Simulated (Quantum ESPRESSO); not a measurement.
Input and output of a self-consistent single point for LaS2 (P1, 6 atoms in the cell) (Quantum ESPRESSO).

Method: PBEsol, GBRV 1.5 ultrasoft (PBESOL) pseudopotentials (plane waves; Quantum ESPRESSO).

The change in words: atoms moved at random. Reference geometry:
```
CELL_PARAMETERS angstrom
      4.04634     0.00000     0.00000
      0.00000     4.04634     0.00000
      0.00000     0.00000     8.31768
ATOMIC_POSITIONS crystal
  La 0.00000 0.50000 0.72423
  La 0.50000 0.00000 0.27577
  S  0.00000 0.50000 0.36397
  S  0.50000 0.00000 0.63603
  S  0.00000 0.00000 0.00000
  S  0.50000 0.50000 0.00000
```

Reference input (self-consistent single point, DFT, PBEsol, plane waves, GBRV 1.5 ultrasoft (PBESOL) pseudopotentials): ecutwfc = 40 Ry; ecutrho = 200 Ry; occupations = smearing; smearing = fd; degauss = 0.0073499 Ry; potentials = {La: la_pbesol_v1.uspp.F.UPF, S: s_pbesol_v1.4.uspp.F.UPF}; K_POINTS = automatic 7 7 4 0 0 0; conv_thr = 1e-10 Ry. This run's input differs from it in these lines:

```diff
@@ -25,8 +25,8 @@
 ATOMIC_POSITIONS {crystal}
-La    0.0000000000    0.5000000000    0.7242300000
-La    0.5000000000    0.0000000000    0.2757700000
-S     0.0000000000    0.5000000000    0.3639700000
-S     0.5000000000    0.0000000000    0.6360300000
-S     0.0000000000    0.0000000000    0.0000000000
-S     0.5000000000    0.5000000000    0.0000000000
+La    0.0083980000    0.4935200000    0.7231960000
+La    0.5023670000   -0.0032230000    0.2746450000
+S    -0.0124000000    0.4896230000    0.3642660000
+S     0.5006330000    0.0272460000    0.6328760000
+S    -0.0080940000    0.0015210000   -0.0006320000
+S     0.5090960000    0.4913130000    0.0056480000
 K_POINTS {automatic}
```

The program printed (abridged):

```
     Self-consistent Calculation

     iteration #  1     ecut=    40.00 Ry     beta= 0.70

     Threshold (ethr) on eigenvalues was too large:
     Diagonalizing with lowered threshold

     negative rho (up, down):  1.297E-01 0.000E+00

     total energy              =    -301.14388802 Ry
     estimated scf accuracy    <       0.18762356 Ry

     iteration #  2     ecut=    40.00 Ry     beta= 0.70

     negative rho (up, down):  1.234E-01 0.000E+00

     total energy              =    -301.00783033 Ry
     estimated scf accuracy    <       1.07057581 Ry

     iteration #  3     ecut=    40.00 Ry     beta= 0.70

     negative rho (up, down):  1.147E-01 0.000E+00

     total energy              =    -301.22111113 Ry
     estimated scf accuracy    <       0.07009029 Ry

   [... 12 blocks of this kind left out ...]

     iteration # 16     ecut=    40.00 Ry     beta= 0.70

     negative rho (up, down):  1.121E-01 0.000E+00

     total energy              =    -301.23099236 Ry
     estimated scf accuracy    <          3.4E-10 Ry

     iteration # 17     ecut=    40.00 Ry     beta= 0.70

     negative rho (up, down):  1.121E-01 0.000E+00
     End of self-consistent calculation

     the Fermi energy is     9.5939 ev

!    total energy              =    -301.23099236 Ry
     estimated scf accuracy    <          1.8E-11 Ry
     smearing contrib. (-TS)   =      -0.00255941 Ry
     internal energy E=F+TS    =    -301.22843295 Ry

     convergence has been achieved in  17 iterations

     negative rho (up, down):  1.121E-01 0.000E+00

     Forces acting on atoms (cartesian axes, Ry/au):

     atom    1 type  1   force =    -0.00488912    0.01617144    0.00539741
     atom    2 type  1   force =    -0.00900594   -0.00305997    0.00118710
     atom    3 type  2   force =     0.01050701    0.00838352    0.00056134
     atom    4 type  2   force =     0.00179265   -0.02205099    0.00385736
     atom    5 type  2   force =     0.00973264   -0.00616905    0.00336170
   [... lines left out ...]
     Total force =     0.039416     Total SCF correction =     0.000008
   [... lines left out ...]

     negative rho (up, down):  1.121E-01 0.000E+00
          total   stress  (Ry/bohr**3)                   (kbar)     P=      -31.64
  -0.00021782  -0.00000093  -0.00000620          -32.04       -0.14       -0.91
  -0.00000093  -0.00021615   0.00000149           -0.14      -31.80        0.22
  -0.00000620   0.00000149  -0.00021120           -0.91        0.22      -31.07

   JOB DONE.
```

The run converged in 17 iterations. Against the reference run the free energy goes up by 12.2 meV/atom, the pressure goes from -3.47 to -3.16 GPa and the largest force goes from 0.054 to 0.577 eV/Å.

The starting cell comes from a database of computed structures (which also holds hypothetical and non-ambient phases and stackings), without a prior relaxation at this level. For this run, on top of that: atoms moved at random. With a pressure of about -3 GPa the cell is away from its equilibrium volume at this level.

Cost on one core of a shared machine: roughly 6 min.
